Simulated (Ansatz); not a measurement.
A self-consistent single point of YbZn (Pm-3m, 2 atoms in the cell) with Ansatz (an electronic-structure program).

Computed with PBEsol, PAW files made with PBE (plane waves; Ansatz).

The change in words: lattice scaled by 0.98. Reference geometry:
```xyz
2
Lattice="3.6118 0.0000 0.0000 0.0000 3.6118 0.0000 0.0000 0.0000 3.6118" Properties=species:S:1:pos:R:3 pbc="T T T"
Yb     0.0000     0.0000     0.0000
Zn     1.8059     1.8059     1.8059
```

Reference input (self-consistent single point, DFT, PBEsol, plane waves, PAW files made with PBE): kpoints.mp_grid.grid = 12 12 12; hamiltonian.xc = pbesol; hamiltonian.pseudopotentials = {kind: paw} (the program's default PAW files); scf.occupations.method = fermi_dirac; scf.occupations.width = 0.1 eV. This run's input differs from it in these lines:

```diff
@@ -2,5 +2,5 @@
   lattice:
-    - [3.611770, 0.000000, 0.000000]
-    - [0.000000, 3.611770, 0.000000]
-    - [0.000000, 0.000000, 3.611770]
+    - [3.539535, 0.000000, 0.000000]
+    - [0.000000, 3.539535, 0.000000]
+    - [0.000000, 0.000000, 3.539535]
   atoms:
```

The program printed (abridged):

```
SCF iter   1: F=—  HF=-16958.597345 eV  |F-HF|=—  |Δ(HF+E_count)|=         —  Δρ=5.62e-2  dr2=1.15e0  ethr=3.10e-3  ⟨swp⟩=6.2  Hψ=10124  notcnv=0
all-band conjugate gradients solve this SCF's bands
preconditioner: auto → Kerker (q_TF=auto, 2.635 Å⁻¹)
SCF iter   2: F=—  HF=-16958.402395 eV  |F-HF|=—  |Δ(HF+E_count)|=   1.95e-1  Δρ=1.45e-2  dr2=1.10e-1  ethr=3.10e-3  ⟨swp⟩=2.7  Hψ=4090  notcnv=0
   [... lines left out ...]
SCF iter   7: F=—  HF=-16958.363372 eV  |F-HF|=—  |Δ(HF+E_count)|=   4.25e-5  Δρ=1.12e-4  dr2=6.15e-6  ethr=2.32e-7  ⟨swp⟩=2.3  Hψ=3041  notcnv=0
SCF iter   8: F=—  HF=-16958.363363 eV  |F-HF|=—  |Δ(HF+E_count)|=   8.89e-6  Δρ=3.50e-5  dr2=5.02e-7  ethr=1.71e-8  ⟨swp⟩=2.6  Hψ=3444  notcnv=0
SCF iter   9: F=—  HF=-16958.363363 eV  |F-HF|=—  |Δ(HF+E_count)|=   6.03e-8  Δρ=8.29e-6  dr2=4.01e-8  ethr=2.78e-10  ⟨swp⟩=8.7  Hψ=11440  notcnv=0
SCF iter  10: F=-16958.363363 eV  HF=-16958.363363 eV  |F-HF|=3.79e-9  |Δ(HF+E_count)|=   4.80e-8  Δρ=3.41e-6  dr2=6.05e-9  ethr=1.11e-10  ⟨swp⟩=6.1  Hψ=8820  notcnv=0
SCF 1 converged in 10 iterations: F = -16958.363363 eV  dr2 = 6.05e-9
Free energy (F): -16958.363363 eV
Internal energy: -16958.260494 eV  (E = F + TS)
E sigma→0 (E₀):  -16958.311928 eV
Entropy (-TS):   -0.102869 eV (-51.435 meV/atom)
Fermi energy:    12.034968 eV
--- Forces (eV/Å), atoms counted from 1 ---
  atom   1  Yb    -0.00000000     0.00000000    -0.00000000
  atom   2  Zn     0.00000000     0.00000000     0.00000000
--- Stress (GPa, compression-positive) ---
       -1.232688       0.000000      -0.000000
        0.000000      -1.232688       0.000000
       -0.000000       0.000000      -1.232688
  P = ⅓ Tr σ = -1.2327 GPa (-12.327 kbar)
  The stress holds the Pulay correction. Without it, at fixed plane waves, as pw.x and ABINIT print it: P = -1.2979 GPa
```

The run converged in 10 iterations. Against the reference run the free energy falls by 21.3 meV/atom and the pressure goes from -3.57 to -1.23 GPa.

The starting cell comes from a database of computed structures (which also holds hypothetical and non-ambient phases and stackings), without a prior relaxation at this level. For this run, on top of that: lattice scaled by 0.98. Spin polarisation is off. Ansatz's pressure includes its estimate of the finite-basis (Pulay) stress.

Keys are those of Ansatz 0.2.
